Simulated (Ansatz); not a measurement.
# WC, response to strain

Base system: WC (space group P-6m2, No. 187; relaxed with 0.1 eV smearing).

```yaml
crystal:
  lattice:
    - [2.91308, 0.00000, 0.00000]
    - [-1.45654, 2.52280, 0.00000]
    - [0.00000, 0.00000, 2.83585]
  atoms:
    - { symbol: W, position: [0.00000, 0.00000, 0.00000] }
    - { symbol: C, position: [0.66667, 0.33333, 0.50000] }
```

Cartesian axes are those of the cell as printed.

Strains are applied to the cell and any free atomic positions relax; under biaxial strain the out-of-plane vector relaxes too.

Method: r2SCAN in Ansatz (plane waves to 500 eV, PAW, no SOC), earlier PAW set.

Notes on the quantities. pressure: mean of the normal stresses, compression positive.

| change | volume per atom | pressure |
|---|---|---|
| base | 10.42 Å³ | 0.0 GPa |
| biaxial strain −2.47 %, plane normal [001], relaxed out of plane | 10.00 Å³ | 16.8 GPa |
| biaxial strain −2.09 %, plane normal [001], relaxed out of plane | 10.07 Å³ | 14.0 GPa |
| biaxial strain −1.61 %, plane normal [001], relaxed out of plane | 10.15 Å³ | 10.5 GPa |
| biaxial strain −0.86 %, plane normal [001], relaxed out of plane | … | … |
| biaxial strain +0.79 %, plane normal [001], relaxed out of plane | 10.56 Å³ | -4.7 GPa |
| biaxial strain +3.71 %, plane normal [001], relaxed out of plane | 11.08 Å³ | -19.2 GPa |
| isotropic strain +1.33 % | 10.84 Å³ | -14.8 GPa |
| uniaxial strain ε_yy = −3.01 % | 10.11 Å³ | 12.7 GPa |
| tensor shear ε_xz = +0.22 % | 10.42 Å³ | 0.0 GPa |

Question: Some entries are withheld; estimate them.

Answer: 
- biaxial strain −0.86 %, plane normal [001], relaxed out of plane, volume per atom: 10.27 Å³
- biaxial strain −0.86 %, plane normal [001], relaxed out of plane, pressure: 5.5 GPa

Whether these cells are dynamically stable was not tested. The final runs are not spin-polarised.

Ansatz is an electronic-structure program.
